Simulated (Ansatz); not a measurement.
Defect migration in hcp Ru: interstitial N, neutral cell. The step: N moves alone to another site; the atom moves 1.62 Å along (0.33, 0.66, -0.10) of the unit cell; the moving atom starts with neighbours 6 Ru at 2.01 Å and ends with Ru at 1.84, 3 Ru at 1.88 Å. A PBE band in Ansatz (plane-wave PAW, a 3×3×3 k-point mesh shifted by half a step along c, 36 host sites, 32 SCF runs with any check of the saddle's order, static, no finite-size correction) gives a forward barrier of 1.06 eV. The saddle point's order was not checked, and it lies on a symmetry element of the cell, where a band can be held. Sites that were not tried may lie lower.

Single points at the band's start and saddle point can refine it. Rough cost of one point, in units of the band's mean SCF on the same machine:

| Level | Cost of one point |
|---|---|
| PBE, a 4×4×4 k-point mesh shifted by half a step along c | about 2 |
| r2SCAN at 500 eV, a 3×3×3 k-point mesh shifted by half a step along c | about 3 |

Which of these move the barrier by more than 0.1 eV, and how far does each move it?

Not one does. PBE, a 4×4×4 k-point mesh shifted by half a step along c: +0.06 eV; r2SCAN at 500 eV, a 3×3×3 k-point mesh shifted by half a step along c: -0.05 eV. Each functional is compared with PBE at the same k-points.

Ansatz is a first-principles code.
